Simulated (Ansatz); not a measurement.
We consider AlB2-type LaCu2, described by r²SCAN (Ansatz, a program for electronic structure, PAW).

Settings: plane-wave cutoff 500 eV, 18×18×14 k mesh (along the axes of the cell as run), Fermi–Dirac smearing 0.1 eV, no spin polarisation, scalar-relativistic PAW data made under PBE.

Computed at the level's own relaxed cell.

Problem. Predict the equilibrium volume per atom, equilibrium lattice constant a and c axis length.

Solution. 
- equilibrium volume per atom: 20.65 Å³/atom
- equilibrium lattice constant a: 4.302 Å
- c axis length: 3.864 Å

The run finds no gap.

Spin–orbit coupling is not included.

The computed numbers hold no vibrational or temperature effects.
